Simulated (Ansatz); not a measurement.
Band structure of Li3Rh (Fm-3m, 4 atoms in the cell).

```yaml
crystal:
  lattice:
    - [0.00000, 2.98141, 2.98141]
    - [2.98141, 0.00000, 2.98141]
    - [2.98141, 2.98141, 0.00000]
  atoms:
    - { symbol: Li, position: [0.25000, 0.25000, 0.25000] }
    - { symbol: Li, position: [0.75000, 0.75000, 0.75000] }
    - { symbol: Li, position: [0.50000, 0.50000, 0.50000] }
    - { symbol: Rh, position: [0.00000, 0.00000, 0.00000] }
```

Level of theory: PBEsol, PAW files made with PBE (plane waves; Ansatz, an electronic-structure program).

Settings: kpoints.mp_grid.grid = 5 5 5; hamiltonian.xc = pbesol; hamiltonian.pseudopotentials = {kind: paw} (the program's default PAW files); scf.occupations.method = fermi_dirac; scf.occupations.width = 0.0073 Ry; kpoints.band_path.npoints = 8.

The starting cell comes from a database of computed structures (which also holds hypothetical and non-ambient phases and stackings), without a prior relaxation at this level.

Levels in eV from the Fermi level, bands 10 to 16:
| point | 10 | 11 | 12 | 13 | 14 | 15 | 16 |
|---|---|---|---|---|---|---|---|
| Γ | -1.52 | -1.52 | -0.78 | -0.78 | 5.61 | 5.61 | 5.61 |
| X | -0.53 | -0.53 | -0.48 | -0.17 | 0.39 | 1.19 | 1.19 |
| W | -1.22 | -1.22 | -0.52 | -0.03 | 0.82 | 0.82 | 2.09 |
| K | -1.03 | -0.92 | -0.65 | -0.53 | 0.67 | 1.32 | 2.27 |
| L | -1.53 | -1.01 | -0.56 | -0.56 | -0.14 | 4.78 | 4.78 |
| U | -1.03 | -0.92 | -0.65 | -0.53 | 0.67 | 1.32 | 2.27 |

Keys are those of Ansatz 0.2.
